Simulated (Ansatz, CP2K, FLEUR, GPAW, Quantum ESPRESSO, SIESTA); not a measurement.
GaGeTe₂ (P-3m1, 8 atoms in the cell) computed with different codes at matched settings

Self-consistent single point, at a second geometry (lattice scaled by 0.98). First geometry:

```yaml
crystal:
  lattice:
    - [4.22175, 0.00000, 0.00000]
    - [-2.11088, 3.65614, 0.00000]
    - [0.00000, 0.00000, 17.26808]
  atoms:
    - { symbol: Ga, position: [0.33333, 0.66667, 0.32700] }
    - { symbol: Ga, position: [0.66667, 0.33333, 0.67300] }
    - { symbol: Ge, position: [0.66667, 0.33333, 0.82534] }
    - { symbol: Ge, position: [0.33333, 0.66667, 0.17466] }
    - { symbol: Te, position: [0.33333, 0.66667, 0.90134] }
    - { symbol: Te, position: [0.66667, 0.33333, 0.09866] }
    - { symbol: Te, position: [0.66667, 0.33333, 0.39997] }
    - { symbol: Te, position: [0.33333, 0.66667, 0.60003] }
```

Shared settings, as Ansatz (an electronic-structure program) writes them: kpoints.mp_grid.grid = 5 5 1; scf.occupations.method = gaussian; scf.occupations.width = 0.01 Ry. Potentials and cutoffs stand in the table.

```json
[
 {"code": "CP2K", "model": "PBEsol, GPW, DZVP-MOLOPT-SR-GTH basis, GTH-PBE potentials (GTH_POTENTIALS)", "ΔF from the first geometry (meV/atom)": "-0.4", "pressure (GPa)": "1.08", "largest force (eV/Å)": "0.382", "cutoff": "grid 600 Ry"},
 {"code": "FLEUR", "model": "PBEsol, all-electron FLAPW (FLEUR), scalar-relativistic valence", "ΔF from the first geometry (meV/atom)": "–", "pressure (GPa)": "–", "largest force (eV/Å)": "0.109", "cutoff": "Kmax 4.3 1/bohr"},
 {"code": "SIESTA", "model": "GGA PBEsol, numerical atomic orbitals DZP, PseudoDojo PBEsol standard norm-conserving potentials (rewritten from UPF to PSML)", "ΔF from the first geometry (meV/atom)": "0.7", "pressure (GPa)": "1.20", "largest force (eV/Å)": "0.640", "cutoff": "grid 350 Ry"},
 {"code": "GPAW", "model": "PBEsol, GPAW PAW datasets PBEsol (made by gpaw-setup)", "ΔF from the first geometry (meV/atom)": "-16.5", "pressure (GPa)": "-0.35", "largest force (eV/Å)": "0.096", "cutoff": "600 eV"},
 {"code": "Quantum ESPRESSO", "model": "PBEsol, PseudoDojo standard norm-conserving (PBESOL) pseudopotentials", "ΔF from the first geometry (meV/atom)": "-15.4", "pressure (GPa)": "-0.27", "largest force (eV/Å)": "0.104", "cutoff": "85 Ry"},
 {"code": "Ansatz", "model": "PBEsol, PAW files made with PBE", "ΔF from the first geometry (meV/atom)": "-15.6", "pressure (GPa)": "-0.31", "largest force (eV/Å)": "0.107", "cutoff": "30.9 Ry"}
]
```

Size of the force on each atom (eV/Å): Sizes of forces hide their directions.

| code | Ga1 | Ga2 | Ge3 | Ge4 | Te5 | Te6 | Te7 | Te8 |
|---|---|---|---|---|---|---|---|---|
| CP2K | 0.328 | 0.328 | 0.301 | 0.301 | 0.382 | 0.382 | 0.248 | 0.248 |
| FLEUR | 0.109 | 0.109 | 0.070 | 0.070 | 0.086 | 0.086 | 0.108 | 0.108 |
| SIESTA | 0.317 | 0.317 | 0.457 | 0.457 | 0.640 | 0.640 | 0.418 | 0.418 |
| GPAW | 0.096 | 0.096 | 0.005 | 0.005 | 0.023 | 0.023 | 0.093 | 0.093 |
| Quantum ESPRESSO | 0.104 | 0.104 | 0.047 | 0.047 | 0.051 | 0.051 | 0.091 | 0.091 |
| Ansatz | 0.107 | 0.107 | 0.053 | 0.053 | 0.053 | 0.053 | 0.090 | 0.090 |

A dash marks a value that a program does not give, or that is left out as unsure.

No clean gap comes from CP2K, SIESTA, GPAW, Quantum ESPRESSO and Ansatz: levels at the Fermi energy touch, overlap or are partly filled at this smearing.

On Ansatz's run: spin-orbit coupling is off.

The spread over the programs that give each value: ΔF from the first geometry within 17.2 meV/atom; pressure within 1.55 GPa; largest force within 0.544 eV/Å.

CP2K and SIESTA use small atom-centred bases, whose incompleteness enters pressures, forces and empty levels differently from a plane-wave cutoff. FLEUR treats all electrons, but the usual bases taken here (sphere radii, linearisation, local orbitals, empty states) were not tested for convergence, so the values are no reference for the others. Ansatz's pressure is given at a fixed set of plane waves, as the other plane-wave codes print theirs. In the pressure, CP2K (by 1.39) and SIESTA (by 1.51) lie more than 1 GPa from the median of the plane-wave programs. In the force vectors, CP2K (by 0.332) and SIESTA (by 0.589) lie more than 0.08 eV/Å from the median of the plane-wave programs.

The shared mesh is coarse (it stands for a supercell whose shortest vector is 17 Å), so the values are not converged in it.

The starting cell comes from a database of computed structures (which also holds hypothetical and non-ambient phases and stackings), without a prior relaxation at this level. For this run, on top of that: lattice scaled by 0.98.

Left out of this page: ABINIT (with a known weakness of the program); Elk (not drawn, or without a comparable value).

Keys are those of Ansatz 0.2.
